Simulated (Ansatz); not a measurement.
The parent structure is ZnCu2SnS4 (space group I-4, No. 82; a = 5.468 Å, c = 10.935 Å). Axes: x, y, z lie along a, b, c of the conventional cell.

Computed with plane-wave PAW DFT at the PBE level (Ansatz, a program for electronic structure, 420 eV), no SOC, earlier PAW set.

Before the change:

The volume per atom is 20.44 Å³.

It is then changed as follows: tensile biaxial strain of 1.23 % in the plane normal to [001], as in epitaxy on a mismatched substrate; the out-of-plane cell vector and the atoms relax.

### Question
How does this affect the volume per atom and energy relative to the base?

### Answer
The volume per atom grows by 0.19 Å³, from 20.44 Å³ to 20.63 Å³; the energy increases by 1.5 meV/atom.

No phonon test of stability was made. The final runs are not spin-polarised.
